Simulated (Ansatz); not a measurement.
The structure below was relaxed with r2SCAN+rVV10/PAW in Ansatz (a program for electronic structure), no SOC, earlier PAW set, at pressure −1 GPa.

```
MoS2
1.0
    1.59173     0.91899     6.37055
   -1.59173     0.91899     6.37055
    0.00000    -1.83797     6.37055
Mo S
1 2
Direct
  0.00000   0.00000   0.00000
  0.74799   0.74799   0.74799
  0.58532   0.58532   0.58532
```

**Question.** Find the space group and the Wyckoff positions.

**Answer.** Space group R3m, hexagonal axes (No. 160); a = b = 3.183 Å, c = 19.112 Å, α = β = 90.00°, γ = 120.00°

```json
[
 {"atom": "Mo", "site": "3a", "symmetry": "3m", "x": "0.0000", "y": "0.0000", "z": "0.0000"},
 {"atom": "S", "site": "3a", "symmetry": "3m", "x": "0.0000", "y": "0.0000", "z": "0.2520"},
 {"atom": "S", "site": "3a", "symmetry": "3m", "x": "0.0000", "y": "0.0000", "z": "0.4147"}
]
```

**Question.** Describe the coordination.

**Answer.** The crystal has 9 atoms in its conventional cell. Conventional cell: a = b = 3.1835 Å, c = 19.1117 Å, α = β = 90.00°, γ = 120.00°. Mo is surrounded by 6 S at 2.407 Å (trigonal prismatic). S1 is surrounded by 3 Mo at 2.407 Å (trigonal pyramidal). S2 is coordinated by 3 Mo at 2.407 Å (trigonal pyramidal). (Neighbours: up to the widest gap in distance over summed covalent radii, below 1.35, at either atom; cation-cation and far metal-metal contacts left out.)

Load acts through the strain it causes; cell and atoms are relaxed under it. Whether these cells are dynamically stable was not tested. The cell was made from MoS$_{2}$ in the 3R-MoS2 type structure (space group R3m, No. 160; layered, stacked along the Cartesian z axis) by this change: pressure −1 GPa.
